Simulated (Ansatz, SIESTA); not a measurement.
## One structure in several programs: YCuSi₂Ni (I-4m2, 5 atoms in the cell)

Self-consistent single point, at a second geometry (lattice scaled by 0.98). First geometry:

```xyz
5
Lattice="-2.0309 2.0309 5.0037 2.0309 -2.0309 5.0037 2.0309 2.0309 -5.0037" Properties=species:S:1:pos:R:3 pbc="T T T"
Y      0.0000     0.0000     0.0000
Si     0.0000     0.0000     6.2254
Si     0.0000     0.0000     3.7820
Cu     2.0309     0.0000     2.5018
Ni     0.0000     2.0309     2.5018
```

Shared settings, as Ansatz (a program for electronic structure) writes them: kpoints.mp_grid.grid = 9 9 9; scf.occupations.method = gaussian; scf.occupations.width = 0.272 eV. Potentials and cutoffs stand in the table.

| code | model | ΔF from the first geometry (meV/atom) | pressure (GPa) | largest force (eV/Å) | cutoff |
|---|---|---|---|---|---|
| SIESTA | LDA PW92, numerical atomic orbitals DZP, PseudoDojo LDA standard norm-conserving potentials (rewritten from UPF to PSML) | -79.7 | -10.05 | 0.361 | grid 400 Ry |
| Ansatz | LDA (PW92), PAW files made with PBE | -73.6 | -9.17 | 0.336 | 420 eV |

On Ansatz's run: spin polarisation is off.

The spread over the programs that give each value: ΔF from the first geometry within 6.1 meV/atom; pressure within 0.88 GPa; largest force within 0.025 eV/Å.

SIESTA uses small atom-centred bases, whose incompleteness enters pressures, forces and empty levels differently from a plane-wave cutoff. Ansatz's pressure is given at a fixed set of plane waves, as the other plane-wave codes print theirs; with its correction for the finite basis it is -9.14 GPa.

The starting cell comes from a database of computed structures (which also holds hypothetical and non-ambient phases and stackings), without a prior relaxation at this level. Its lattice was rescaled by a random factor within 2.5 % of one. For this run, on top of that: lattice scaled by 0.98.

Keys are those of Ansatz 0.2.
